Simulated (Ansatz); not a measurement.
Functionals compared on the (210) surface of bcc Mo in its 1x1 cell, outermost plane spacing 0.71 Å in the ideal cut, in Ansatz (plane waves, PAW). The structure was relaxed with PBE; the other rows are single points on it, each with its references at the same level. Cutoff 420 eV (500 eV for r2SCAN).

Slab: 15 atoms, 9.9 Å thick at the start (thin: gaps and levels are the slab's own); k 12x6x1, smearing 0.1 eV, dipole-corrected; all atoms relaxed; start symmetry kept, larger cells not searched; no spin, no spin-orbit, no U. These notes are the PBE run's.

```json
[
 {"functional": "PBE", "surface energy (J/m²)": "3.15", "work function of the top face (eV)": "4.10", "rough cost of the single point": "–"},
 {"functional": "LDA", "surface energy (J/m²)": "3.58", "work function of the top face (eV)": "4.41", "rough cost of the single point": "around 3 core-minutes (rough)"},
 {"functional": "PBEsol", "surface energy (J/m²)": "___", "work function of the top face (eV)": "___", "rough cost of the single point": "roughly 4 core-minutes"},
 {"functional": "RPBE", "surface energy (J/m²)": "2.96", "work function of the top face (eV)": "3.95", "rough cost of the single point": "about 4 core-minutes (a rough figure)"},
 {"functional": "r2SCAN", "surface energy (J/m²)": "3.39", "work function of the top face (eV)": "4.10", "rough cost of the single point": "around 6 core-minutes (rough)"}
]
```

### Question
Complete the blanks.

### Answer

- PBEsol, surface energy (J/m²): 3.48
- PBEsol, work function of the top face (eV): 4.20

Ansatz is a first-principles code.
